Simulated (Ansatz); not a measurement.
**ScAlN₂ (model structure, P3m1, No. 156, 4 atoms in the cell)**

Level of theory: r²SCAN in Ansatz (plane waves, PAW).

Run with plane-wave cutoff 560 eV, 12×12×8 k mesh (along the axes of the cell as run), Fermi–Dirac smearing 0.01 eV, scalar-relativistic PAW data made under PBE.

Cell (relaxed with PBEsol):

```cif
data_AlN2Sc
_chemical_formula_sum 'Sc1 N2 Al1'
_space_group_name_H-M_alt 'P 1'
_space_group_IT_number 1
_cell_length_a 3.32792
_cell_length_b 3.32792
_cell_length_c 5.09979
_cell_angle_alpha 90.000
_cell_angle_beta 90.000
_cell_angle_gamma 120.000
loop_
_space_group_symop_operation_xyz
  'x, y, z'
loop_
_atom_site_label
_atom_site_type_symbol
_atom_site_fract_x
_atom_site_fract_y
_atom_site_fract_z
_atom_site_occupancy
Sc1 Sc 0.33333 0.66667 0.98856 1
N1 N 0.33333 0.66667 0.40913 1
Al1 Al 0.66667 0.33333 0.50160 1
N2 N 0.66667 0.33333 0.87071 1
```

```
Item                Result
--------  ----------------
band gap  3.73 eV (direct)
Γ–Γ gap            4.07 eV
```

Note: the relaxation could raise the start's symmetry but not lower it, so the cell can be a saddle point; cell and atoms aren't relaxed at this level (largest force component 0.22 eV/Å, pressure 1.4 GPa).

Static lattice: no zero-point or thermal effects.

A model structure was made by putting elements into a prototype or built by hand; it is no filed structure, need not be a known phase, and can be a saddle point held by its symmetry.

Ansatz is a quantum-chemistry and plane-wave program.
